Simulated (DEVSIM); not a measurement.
System: abrupt Si n-p junction, at 400 K.

| layer (left to right) | material | thickness (μm) | Nd (cm⁻³) | Na (cm⁻³) | τn (s) | τp (s) |
|---|---|---|---|---|---|---|
| 1 | Si | 0.510 | 1e15 | - | 0.00072 | 0.00072 |
| 2 | Si | 2.10 | - | 1.4e16 | 0.00072 | 0.00072 |

Left contact: ohmic. Right contact: ohmic. Voltage is applied to the left contact. Recombination: SRH at mid-gap, radiative, Auger. Mobility is constant in doping.

The device is made up for the run: typed textbook-type constants, with dimensions and the other settings drawn at random. Values at 300 K; Nc and Nv go as T^1.5, mobilities as T to minus their exponent, the gap by Varshni's rule with the affinity fixed.

```
parameter               Si
----------------  --------
gap (eV)             1.124
affinity (eV)         4.05
permittivity          11.7
Nc (cm⁻³)          2.86e19
Nv (cm⁻³)           3.1e19
μn (cm²/Vs)           1417
μp (cm²/Vs)            470
T exponent of μn       2.3
T exponent of μp       2.2
B (cm³/s)          4.7e-15
Cn (cm⁶/s)         2.8e-31
Cp (cm⁶/s)         9.9e-32
Varshni α (eV/K)  0.000473
Varshni β (K)          636
```

Model (solved in DEVSIM): 1D drift-diffusion, Boltzmann statistics, complete ionisation; no tunnelling, impact ionisation, image-force lowering or self-heating.

The doping Na of layer 2 was swept, all else fixed.

```csv
doping Na of layer 2 (cm^-3),largest field in the device at zero bias (V/cm),potential step across the device at zero bias (V),dark forward voltage at 1 A/cm² (V),dark forward voltage at 100 A/cm² (V)
4.2e14,4900,0.327,0.205,0.564
1.4e15,7500,0.368,0.217,0.516
4.2e15,9700,0.406,0.212,0.484
1.4e16,12000,0.447,0.202,0.450
4.2e16,16000,0.485,0.196,0.429
1.4e17,26000,0.527,0.193,0.418
4.2e17,42000,0.565,0.191,0.413
```

From the first row to the last the largest field in the device at zero bias goes from 4900 to 42000. From the first row to the last the potential step across the device at zero bias goes from 0.327 to 0.565.
